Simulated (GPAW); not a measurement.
A relaxation of cell and atoms of LiF (Fm-3m, 2 atoms in the cell) with GPAW.

Method of the run: PBE, GPAW PAW datasets PBE (gpaw-data 1.0.1) (plane waves; GPAW).

```yaml
crystal:
  lattice:
    - [0.00000, 2.05009, 2.05009]
    - [2.05009, 0.00000, 2.05009]
    - [2.05009, 2.05009, 0.00000]
  atoms:
    - { symbol: Li, position: [0.00000, 0.00000, 0.00000] }
    - { symbol: F, position: [0.50000, 0.50000, 0.50000] }
```

Reference input (self-consistent single point, DFT PBE, plane waves, GPAW PAW datasets PBE (gpaw-data 1.0.1)): mode = pw; ecut = 900 eV; xc = PBE; kpts = 9 9 9; mesh shift (steps) = 0 0 0; occupations.name = methfessel-paxton; occupations.width = 0.01 eV; occupations.order = 0; nbands = -6; convergence.bands = -4; symmetry.symmorphic = false; symmetry.tolerance = 0.0005. This run's input differs from it in these lines:

```diff
@@ -1,2 +1,4 @@
 from ase import Atoms
+from ase.filters import FrechetCellFilter
+from ase.optimize import LBFGS
 from ase.units import GPa
@@ -12,3 +14,3 @@
 
-calc = GPAW(mode={'name': 'pw', 'ecut': 900},
+calc = GPAW(mode={'name': 'pw', 'ecut': 540},
             xc='PBE',
@@ -17,3 +19,3 @@
             nbands=-6,
-            convergence={'bands': -4},
+            convergence={'density': 1e-05, 'bands': -4},
             symmetry={'symmorphic': False, 'tolerance': 0.0005},
@@ -22,2 +24,10 @@
 atoms.calc = calc
+
+target = FrechetCellFilter(atoms)
+
+opt = LBFGS(target, logfile='-')
+converged = opt.run(fmax=0.05, steps=40)
+print('Relaxation converged:', converged)
+print('Cell:', atoms.cell.cellpar().round(4))
+print(atoms.get_scaled_positions().round(5))
```

Log, with long lists cut:

```
     iter     time        total  log10-change:
                         energy   eigst   dens
iter:   1 --:--:--    -9.673034   +0.83
iter:   2 --:--:--    -9.620975   -0.30  -1.14
iter:   3 --:--:--    -9.482141   -1.19  -1.18
iter:   4 --:--:--    -9.489581   -1.03  -1.35
iter:   5 --:--:--    -9.495243   -2.79  -1.63
iter:   6 --:--:--    -9.496718   -2.89  -2.75
iter:   7 --:--:--    -9.494908c  -3.18  -2.28
iter:   8 --:--:--    -9.494893c  -6.06  -3.20
iter:   9 --:--:--    -9.494894c  -6.01  -4.04
iter:  10 --:--:--    -9.494894c  -6.79  -3.87
iter:  11 --:--:--    -9.494894c  -6.71  -4.16
iter:  12 --:--:--    -9.494894c  -9.64c -5.36c
Converged after 12 iterations.

Dipole moment: (0.000000, 0.000000, 0.000000) |e|*Ang

Energy contributions relative to reference atoms: (reference = -2916.868605)

Kinetic:        +10.676811
Potential:      -10.817836
External:        +0.000000
XC:              -9.596403
Entropy (-ST):   +0.000000
Local:           +0.242534
SIC:             +0.000000
--------------------------
Free energy:     -9.494894
Extrapolated:    -9.494894

Showing only first 2 kpts
 Kpt  Band  Eigenvalues  Occupancy
  0     2     -1.01276    2.00000
  0     3     -1.01276    2.00000
  0     4      7.59666    0.00000
  0     5     22.46365    0.00000

  1     2     -1.12181    2.00000
  1     3     -1.12158    2.00000
  1     4      8.10363    0.00000
  1     5     20.51252    0.00000

Fermi level: 2.15924

Gap: 8.609 eV
Transition (v -> c):
   [... lines left out ...]
Atomic positions and initial magnetic moments
Free energy:     -9.494789
Fermi level: 2.19113
Gap: 8.636 eV
Atomic positions and initial magnetic moments
Free energy:     -9.488480
Fermi level: 2.57875
Gap: 8.951 eV
   [... lines left out ...]
     0.000000    -0.000712     0.000000
     0.000000     0.000000    -0.000712

Forces in eV/Ang:
  0 Li   -0.00000   -0.00000   -0.00000
  1 F    -0.00000   -0.00000   -0.00000

LBFGS:    2 --:--:--       -9.488480        0.005888
Relaxation converged: True
Cell: [ 2.8604  2.8604  2.8604 60.     60.     60.    ]
[[0.  0.  0. ]
 [0.5 0.5 0.5]]
Energy (eV): -9.48848
Stress (GPa, Voigt): [-0.114 -0.114 -0.114  0.     0.     0.   ]
```

The run converged. GPAW prints stress with tension positive. 

Summary of the result:
| Quantity | Value |
|---|---|
| Free energy E − TS (from the program's reference atoms) | -9.4885 eV |
| Top of the valence band (on the code's own zero) | -0.75 eV |
| Gap on the k-point mesh | 8.95 eV |
| Final cell | a = b = c = 2.860 Å, α = β = γ = 60.00° |
| Final volume per atom | 8.27 Å³ |
| Relaxation steps | 2 |

At such cutoffs GPAW's stress carries a finite-basis (Pulay) error, which enters relaxed cells too; its log prints stress with tension positive.

The starting cell comes from a database of computed structures (which also holds hypothetical and non-ambient phases and stackings), without a prior relaxation at this level. Its lattice was rescaled by a random factor within 2.5 % of one. The relaxation keeps the symmetry of its start, so its end need not be a minimum.
